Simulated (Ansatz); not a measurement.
Results of PBEsol+SOC (Ansatz, an electronic-structure program, PAW) for BaCeO3 (Imma, No. 74, 10 atoms in the cell; start mp-3316; a measured phase of this formula has another space group).

Run with plane-wave cutoff 520 eV, 6×6×6 k mesh, Fermi–Dirac smearing 0.01 eV, PAW data made under PBE.

Cell (relaxed with PBEsol):

Space group Imma (No. 74); a = 6.1682 Å, b = 8.7058 Å, c = 6.2405 Å, α = β = γ = 90.00°

```csv
atom,site,symmetry,x,y,z
Ba,4e,mm2,0.0000,0.2500,0.0114
Ce,4b,2/m..,0.0000,0.0000,0.5000
O,8g,.2.,0.2500,0.0503,0.2500
O,4e,mm2,0.0000,0.2500,0.5880
```
(The calculation used a cell of 10 atoms; values per cell refer to that cell.)

Question: What does this level give for the band gap?

Answer: 
- band gap: 1.97 eV (on the SCF k mesh)

Note: the 4f shell is treated without U or exact exchange, so its levels and filling can be wrong.

The computed numbers hold no vibrational or temperature effects.

Computing time: around 7 core-minutes (rough).

A start named mp-… is a Materials Project structure, which need not be a measured phase.
